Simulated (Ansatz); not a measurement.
Results of r²SCAN+rVV10 in Ansatz (plane waves, PAW) for AlN (P6₃/mmc, No. 194, 4 atoms in the cell; start mp-13178; a measured phase of this formula has another space group).

Run with plane-wave cutoff 560 eV, 12×12×8 k mesh (along the axes of the cell as run), Fermi–Dirac smearing 0.01 eV, scalar-relativistic PAW data made under PBE.

Cell (relaxed at this level):

```
CELL_PARAMETERS angstrom
      3.28897     0.00000     0.00000
     -1.64448     2.84833     0.00000
      0.00000     0.00000     4.13085
ATOMIC_POSITIONS crystal
  Al 0.33333 0.66667 0.75000
  Al 0.66667 0.33333 0.25000
  N  0.33333 0.66667 0.25000
  N  0.66667 0.33333 0.75000
```

Q: What does this level give for the band gap?

A: 
* **band gap**: 4.01 eV (direct)

Computing time: very roughly 14 core-seconds.

A start named mp-… is a Materials Project structure, which need not be a measured phase.

Ansatz is an electronic-structure program.
